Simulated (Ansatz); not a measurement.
Defect: interstitial Cu in alpha quartz, charge state +1. The step: Cu moves alone to another site; the atom moves 1.86 Å along (0.05, -0.05, 0.33) of the unit cell; the moving atom starts with neighbours 2 O at 1.92 Å and ends with 2 O at 1.92 Å. A PBE band in Ansatz (plane-wave PAW, the Γ point alone, 72 host sites, 37 SCF runs with any check of the saddle's order, static, no finite-size correction) gives a forward barrier of 0.093 eV. The saddle point's order was not checked. The charge state is imposed; whether it is stable for some Fermi level was not computed. Sites that were not tried may lie lower.

Single points at the band's start and saddle point can refine it. Rough cost of one point, in units of the band's mean SCF on the same machine:

| Level | Cost of one point |
|---|---|
| PBE, a 2×2×2 k-point mesh shifted by half a step along c | about 7 |
| r2SCAN at 500 eV, the Γ point alone | about 4 |
| HSE06, Γ point alone | about 10 |

Problem. Which of these move the barrier by more than 0.1 eV, and how far does each move it?

Solution. Not one does. PBE, a 2×2×2 k-point mesh shifted by half a step along c: 0.00 eV; r2SCAN at 500 eV, the Γ point alone: -0.02 eV; HSE06, Γ point alone: -0.06 eV. Each functional is compared with PBE at the same k-points.

Ansatz is a program for electronic structure.
